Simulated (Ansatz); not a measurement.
Start from ZnCu2SnS4 (space group I-4, No. 82; a = 5.3737 Å, c = 10.7548 Å).

The values are results of PBEsol/PAW in Ansatz (a program for electronic structure), no SOC, not measurements.

Strains are applied to the cell and any free atomic positions relax.

One change was made to it. Results:

| quantity | base | after |
|---|---|---|
| pressure (mean of the normal stresses, compression positive) | -0.01 GPa | 4.04 GPa |
| energy relative to the base (free energy F) | 0 meV/atom | +10 meV/atom |

**Question.** What was done to the base?
A) isotropic strain −3.00 %
B) isotropic strain −1.50 %
C) isotropic strain −2.25 %
D) isotropic strain −0.75 %

**Answer.** B, isotropic strain −1.50 %. For comparison, the energy relative to the base in the other runs: isotropic strain −0.75 % gives +2.5 meV/atom; isotropic strain −3.00 % gives +44 meV/atom; isotropic strain −2.25 % gives +24 meV/atom.

Whether these cells are dynamically stable was not tested. All final runs are without spin polarisation.
